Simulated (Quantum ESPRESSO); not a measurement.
A user runs Quantum ESPRESSO on Mo2C (P-3m1, 3 atoms in the cell) and asks whether the run is sound. The aim is a self-consistent single point with DFT, LDA (PZ), plane waves, GBRV 1.5 ultrasoft (LDA) pseudopotentials.

Cell that was meant: a = 3.0560 Å, b = 3.0561 Å, c = 4.6390 Å, α = 90.00°, β = 90.00°, γ = 120.00°.

Part of the input:

```fortran
Mo    1.528025019    0.882205656    3.480286961
C     0.000000000    0.000000000    2.319480000
K_POINTS {automatic}
1 1 1  0 0 0
```

Output (repeated stretches shortened):

```
     G-vector sticks info
     --------------------
     sticks:   dense  smooth     PW     G-vecs:    dense   smooth      PW
   [... lines left out ...]

     number of k points=     1  Methfessel-Paxton smearing, width (Ry)=  0.0200
                       cart. coord. in units 2pi/alat
        k(    1) = (   0.0000000   0.0000000   0.0000000), wk =   2.0000000

     Dense  grid:    24493 G-vectors     FFT dimensions: (  36,  36,  50)

     Smooth grid:     8693 G-vectors     FFT dimensions: (  24,  24,  36)

     Initial potential from superposition of free atoms

     starting charge      31.9983, renormalised to      32.0000
     Self-consistent Calculation

     iteration #  1     ecut=    40.00 Ry     beta= 0.40

     total energy              =    -289.96361312 Ry
     estimated scf accuracy    <       0.56528760 Ry

     iteration #  2     ecut=    40.00 Ry     beta= 0.40

     total energy              =    -290.09225431 Ry
     estimated scf accuracy    <       0.46028866 Ry

     iteration #  3     ecut=    40.00 Ry     beta= 0.40

     total energy              =    -290.14847990 Ry
     estimated scf accuracy    <       0.01608133 Ry

   [... 8 blocks of this kind left out ...]

     iteration # 12     ecut=    40.00 Ry     beta= 0.40

     negative rho (up, down):  3.631E-05 0.000E+00

     total energy              =    -290.15390575 Ry
     estimated scf accuracy    <          7.9E-10 Ry

     iteration # 13     ecut=    40.00 Ry     beta= 0.40

     negative rho (up, down):  3.631E-05 0.000E+00
     End of self-consistent calculation

     the Fermi energy is    18.9439 ev

!    total energy              =    -290.15390575 Ry
     estimated scf accuracy    <          8.3E-11 Ry
     smearing contrib. (-TS)   =      -0.02383675 Ry
     internal energy E=F+TS    =    -290.13006900 Ry

     convergence has been achieved in  13 iterations

     negative rho (up, down):  3.631E-05 0.000E+00

     Forces acting on atoms (cartesian axes, Ry/au):

     atom    1 type  1   force =     0.00000000    0.00000000    0.51179701
     atom    2 type  1   force =    -0.00000000   -0.00000000   -0.51179701
     atom    3 type  2   force =     0.00000000   -0.00000000    0.00000000

     Total force =     0.723790     Total SCF correction =     0.000044

     negative rho (up, down):  3.631E-05 0.000E+00
          total   stress  (Ry/bohr**3)                   (kbar)     P=      379.13
   0.00305537   0.00000000   0.00000000          449.46        0.00        0.00
   0.00000000   0.00305537   0.00000000            0.00      449.46        0.00
   0.00000000   0.00000000   0.00162102            0.00        0.00      238.46

   JOB DONE.
```

### Question
Is anything amiss in this input, and did it matter?

### Answer
The run is not sound. The fault is a single k-point for a small metallic cell. One k-point cannot sample the Fermi surface of a small cell. To fix it, use a converged k-point mesh. The run converged in 13 iterations without an error; against the sound input the free energy rises by 1.80 eV/atom, the pressure goes from -10.99 to 37.91 GPa and the largest force goes from 0.237 to 13.16 eV/Å.

The sound input it was made from differs as follows (other fixes are possible):
```diff
-1 1 1  0 0 0
+16 16 10  0 0 0
```

With that input, the run converged in 14 iterations: free energy E − TS -3953.1341 eV; Fermi level (on the code's own zero) 19.81 eV; pressure -10.99 GPa; largest force (vector length) 0.237 eV/Å (DFT, LDA (PZ), plane waves, GBRV 1.5 ultrasoft (LDA) pseudopotentials).

On the sound input: the starting cell comes from a database of computed structures (which also holds hypothetical and non-ambient phases and stackings), without a prior relaxation at this level. Spin polarisation is off. With a pressure of about -11 GPa the cell is away from its equilibrium volume at this level.
